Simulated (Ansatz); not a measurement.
TiAs is modelled in the hexagonal space group P6₃/mmc (No. 194), the NiAs type structure, Pearson symbol hP4. Lattice parameters: a = b = 3.609 Å, c = 6.061 Å, α = β = 90.00°, γ = 120.00°. Ti on 2a sees 6 As at 2.576 Å and 2 Ti at 3.031 Å. As on 2c is coordinated by 6 Ti at 2.576 Å (trigonal prismatic). (Neighbours: up to the widest gap in distance over summed covalent radii, below 1.35, at either atom; cation-cation and far metal-metal contacts left out.)

TiAs (P6_3/mmc), PBEsol, DFPT electron-phonon coupling, linearised Boltzmann equation (plane waves, PAW, scalar-relativistic; Ansatz, a program for electronic structure): the phonon-limited resistivity at 300 K is 52.0 μΩ·cm (x, the basal plane), 52.0 μΩ·cm (y, the basal plane), 24.7 μΩ·cm (z, c). Third figures are kept for the arithmetic.

### Question
How anisotropic is it, and between which bounds lies a dense polycrystal with random grains and no boundary scattering?

### Answer
Largest over smallest: 2.1. Upper bound, grains in series: (52.0 + 52.0 + 24.7)/3 = 43 μΩ·cm. Lower bound, grains side by side: 3/Σ(1/ρ) = 38 μΩ·cm. The best single-crystal direction lies 35 % under the lower bound.

### Question
The current-weighted mean free path is 3.53 nm along x and 3.78 nm along z. How does ρ₀ℓ differ between these directions?

### Answer
x: 52.0 × 3.53 = 18.4×10⁻¹⁶ Ω·m²; z: 24.7 × 3.78 = 9.3×10⁻¹⁶ Ω·m², a ratio of 1.97. The size effect in a wire also hangs on the velocities towards its walls, so the isotropic formulas don't carry over to this crystal.

A metal at this level (no band gap). Only scattering by harmonic phonons is included (no impurities, grain boundaries, electron-electron scattering or thermal expansion). Spin-orbit coupling is left out. Halving the electron mesh (28x28x16) moves the resistivity by up to 4 % at 300 K, the mean free path by up to 4 %. Smearing 0.20 eV; phonons on a 5x5x3 q mesh, which this run doesn't test.

Formula and space group known from diffraction (Crystallography Open Database), not checked to be the room-temperature form: TiAs (P6_3/mmc).
